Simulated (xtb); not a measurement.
xtb 6.7.1, GFN2-xTB: Cl[SiH2]N[SiH](Cl)Cl, 10 atoms. The geometry is a generated start, not checked to be a minimum at this level.

```json
{
 "method": "GFN2-xTB",
 "--acc": "1 (default)",
 "--etemp (K)": "300 (default)",
 "detailed input (--input)": "none: ANC optimiser, Lindh (1995) Hessian, microcycle=20, maxdispl=1.0, hlow=0.01 (default)",
 "basis_functions": "58",
 "valence_electrons": "38"
}
```

```xyz
10

Si     1.5261     0.2671     0.3250
Cl     2.9946    -0.9696    -0.2355
N      0.0496    -0.5462    -0.1002
Si    -1.5639     0.0598    -0.1236
Cl    -2.7046    -1.3707    -0.9558
Cl    -1.6008     1.7449    -1.2077
H      1.5833     0.4713     1.7706
H      1.6059     1.5176    -0.4150
H      0.1477    -1.5374    -0.2743
H     -2.0379     0.3632     1.2163
```

The structure is relaxed from this start with --opt LEVEL for the levels crude, sloppy, loose, lax, normal, tight, vtight, extreme, once each. Up to the end of the extreme run atoms move by at most 0.73 Å along an axis.

Problem. Choose the cheapest level whose final energy lies within 5 meV of that of extreme.

Solution. normal: 24 cycles against 110, ending 1.9 meV above.

```tsv
level	cycles	energy above the extreme run (meV)	gradient norm (eV/Å)
crude	1	15	0.18
sloppy	1	15	0.18
loose	1	15	0.18
lax	3	14	0.083
normal	24	1.9	0.038
tight	48	0.54	0.0040
vtight	93	0.028	0.0012
extreme	110	—	0.00076
```
